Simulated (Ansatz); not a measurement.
Effect of uniaxial strain ε_yy = +1.28 % on SiC

Take SiC in the wurtzite structure (space group P6_3mc, No. 186; a = 3.0755 Å, c = 5.0486 Å) as the base. Axes: x lies along a and z along c of the hexagonal cell.

Now apply this change: uniaxial strain ε_yy = +1.28 %, all other strain components held at zero, atoms relaxed at fixed cell.

Calculations: Ansatz (an electronic-structure program), r2SCAN, PAW, cutoff 500 eV, no spin-orbit coupling, earlier PAW set. Settings: 12×12×7 k-points, 0.05 eV Fermi–Dirac smearing.

```csv
quantity,base,changed,shift
volume per atom,10.34 Å³,10.47 Å³,+0.13 Å³
space group,P6_3mc (No. 186),Cmc2_1 (No. 36),–
energy relative to the base (free energy F),0 meV/atom,+2.8 meV/atom,+2.8 meV/atom
"pressure (mean of the normal stresses, compression positive)",0.01 GPa,-2.84 GPa,-2.85 GPa
band gap,2.65 eV,2.66 eV,+0.01 eV
gap character,–,"indirect, Γ → C₀",–
electron mass,"0.26 mₑ along c, 0.43 mₑ across (at K)","0.26 mₑ along z, 0.43 mₑ across (off the base's special points)",–
hole mass,–,"0.30 mₑ along x, 2.5 mₑ along y, 1.5 mₑ along z (at Γ)",–
"valence-band top at Γ (three highest levels, from the VBM)","0.00, 0.00, -0.11 eV","0.00, -0.11, -0.11 eV",–
"stress (xx, yy, zz, yz, xz, xy; compression positive)",–,"(-1.27, -6.64, -0.61, 0.00, 0.00, 0.00) GPa",–
```

Final structure:

```yaml
crystal:
  lattice:
    - [3.07548, 0.00000, 0.00000]
    - [-1.53774, 2.69753, 0.00000]
    - [0.00000, 0.00000, 5.04859]
  atoms:
    - { symbol: Si, position: [0.66656, 0.33313, 0.00080] }
    - { symbol: Si, position: [0.33344, 0.66687, 0.50080] }
    - { symbol: C, position: [0.66570, 0.33140, 0.62440] }
    - { symbol: C, position: [0.33430, 0.66860, 0.12440] }
```

Cost of the whole job for the changed cell (relaxation, final SCF and bands): very roughly 110 core-seconds.

Effective masses come from finite differences of ±0.01 Å⁻¹. Stability against distortions was not tested. k-point labels follow each cell's own Brillouin zone.
